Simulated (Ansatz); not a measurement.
## Hf, response to strain

Start from Hf in the hcp (Mg type) structure (space group P6_3/mmc, No. 194; a = 3.158 Å, c = 5.004 Å; relaxed with 0.1 eV smearing). Axes: x lies along a and z along c of the hexagonal cell.

Strains are applied to the cell and any free atomic positions relax; under biaxial strain the out-of-plane vector relaxes too.

Computed with Kohn–Sham DFT with the PBEsol functional, run in Ansatz (a quantum-chemistry and plane-wave program) with PAW and 420 eV plane waves, without spin-orbit coupling.

Notes on the quantities. pressure: mean of the normal stresses, compression positive.

```tsv
variant	volume per atom	pressure	space group
base	21.61 Å³	0.0 GPa	P6_3/mmc (No. 194)
biaxial strain −4.90 %, plane normal [001], relaxed out of plane	?	?	P6_3/mmc (No. 194)
biaxial strain +4.80 %, plane normal [001], relaxed out of plane	22.97 Å³	-5.7 GPa	P6_3/mmc (No. 194)
isotropic strain +4.62 %	24.75 Å³	?	P6_3/mmc (No. 194)
tensor shear ε_xz = +0.32 %	21.61 Å³	0.0 GPa	C2/c (No. 15)
```

### Question
Some entries are withheld; estimate them.

### Answer

- biaxial strain −4.90 %, plane normal [001], relaxed out of plane, volume per atom: 20.35 Å³
- biaxial strain −4.90 %, plane normal [001], relaxed out of plane, pressure: 7.3 GPa
- isotropic strain +4.62 %, pressure: -12.1 GPa

Stability against distortions was not tested. All final runs are without spin polarisation.
